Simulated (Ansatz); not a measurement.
System: hcp Gd. Method: r²SCAN (plane waves, PAW; Ansatz, an electronic-structure program).

The input as run:

Ansatz 0.2 input:
```yaml
crystal:
  lattice:
    - [1.8317054104, -3.1726068353, 0.0]
    - [1.8317054104, 3.1726068353, 0.0]
    - [0.0, 0.0, 5.9460582057]
  atoms:
    - { symbol: Gd, position: [0.3333333333, 0.6666666667, 0.25], spin: 7.0 }
    - { symbol: Gd, position: [0.6666666667, 0.3333333333, 0.75], spin: 7.0 }
basis:
  ecutwfc: 560
  ecutrho_ratio: 4
  xc_grid: 3
kpoints:
  mp_grid: { grid: [18, 18, 10] }
hamiltonian:
  xc: r2scan
  dispersion: none
  pseudopotentials: { kind: paw }
scf:
  occupations: { method: fermi_dirac, width: 0.05 }
output:
  forces: true
  stress: true
  eigenvalues: true
magnetization:
  spin_polarized: true
relax:
  f_tol: 0.004
  escape_saddle: false
  max_steps: 80
  cell: { stress_tol: 0.02, fix: [volume] }
```

Excerpt of the program's output:

```
Relaxation: its limit of steps is 80 (relax.max_steps)
Crystal: 2 atoms, lattice volume = 69.108 Å³
Basis set: ecut = 560 eV, 2093 PW (Γ), exchange–correlation on 90×90×144 points (27 copies of the dense FFT grid, shifted against one another)
Bands: 30, of which v1, the nominal top of the filled ones, is band 18 counted from 1 (17 counted from 0)
Symmetry: 24 space group operations
Space group: P63/mmc (ITA 194), of the structure as read, at distance tolerance 4.1e-5 Å
k-points: 222 of 3240
Initial density: superposition of atomic densities (chi_scale 0.1, normalization cell)
Functional: x = r2scan, c = r2scan; τ floored in thin density (d = 2e-4 eV/Å³)
spin=Collinear: Kerker preconditioning applied to the charge; magnetization (m = ρ↑ − ρ↓) channel mixes plain (no charge-response kernel on spin).
SCF 1 converged in 18 iterations: F = -18692.480245 eV  dr2 = 2.09e-9
Crystal: 2 atoms, lattice volume = 69.108 Å³
Initial density: handed on by an earlier stage of this run
spin=Collinear: Kerker preconditioning applied to the charge; magnetization (m = ρ↑ − ρ↓) channel mixes plain (no charge-response kernel on spin).
SCF 2 converged in 5 iterations: F = -18692.480254 eV  dr2 = 1.79e-9
Crystal: 2 atoms, lattice volume = 69.108 Å³
spin=Collinear: Kerker preconditioning applied to the charge; magnetization (m = ρ↑ − ρ↓) channel mixes plain (no charge-response kernel on spin).
SCF 3 converged in 9 iterations: F = -18692.480254 eV  dr2 = 3.44e-13
SCF converged after 9 iterations
Magnetization: 15.8614 μB (25.9307 up, 10.0693 down)
Free energy (F): -18692.480254 eV
Internal energy: -18692.471017 eV  (E = F + TS)
E sigma→0 (E₀):  -18692.475636 eV
Fermi energy:    11.799415 eV
--- Forces (eV/Å), atoms counted from 1 ---
  atom   1  Gd    -0.00000000    -0.00000000     0.00000000
  atom   2  Gd     0.00000000     0.00000000    -0.00000000
--- Stress (GPa, compression-positive) ---
       -0.725924      -0.000000      -0.000000
       -0.000000      -0.725924      -0.000000
       -0.000000      -0.000000      -0.713692
  P = ⅓ Tr σ = -0.7218 GPa (-7.218 kbar)
```

The cell is one volume of an energy–volume scan, off the minimum.

The PAW data were made under PBE.

The run is spin-polarised with parallel starting moments, which need not be the measured order.

Note: the 4f shell is treated without U or exact exchange, so its levels and filling can be wrong.

The result took roughly 6 core-minutes.
